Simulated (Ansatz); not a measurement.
Density of states of MoS2 (P6_3/mmc) above the conduction band minimum, PBEsol+D3BJ with spin-orbit coupling, rigid bands in Ansatz (an electronic-structure program); cell volume 98.0 Å³.

```tsv
energy from edge (eV)	10⁻³ states/eV/cell
0.006	122
0.031	266
0.056	363
0.081	446
0.106	522
0.131	596
0.156	668
0.181	739
0.206	810
0.231	884
0.256	957
0.281	1030
0.319	1160
0.344	1240
0.369	1330
0.394	1440
0.419	1560
0.444	1670
0.469	1780
0.494	1890
0.519	2440
0.544	2900
0.569	3100
0.594	3500
```

Q: What effective density of states at 300 K does this give (∫ g(E) exp(−E/k_BT) dE, both spins, divided by the cell's size)?

A: 5.9e19 cm⁻³, a density-of-states mass of 1.77 mₑ, valleys and band degeneracy included.

Geometry: cell and atoms relaxed with PBEsol+D3(BJ).

PBEsol with a dispersion correction tends to overbind, so the cell can be several per cent short, in bad cases over ten, which usually narrows a gap: MoS2 (P6_3/mmc).
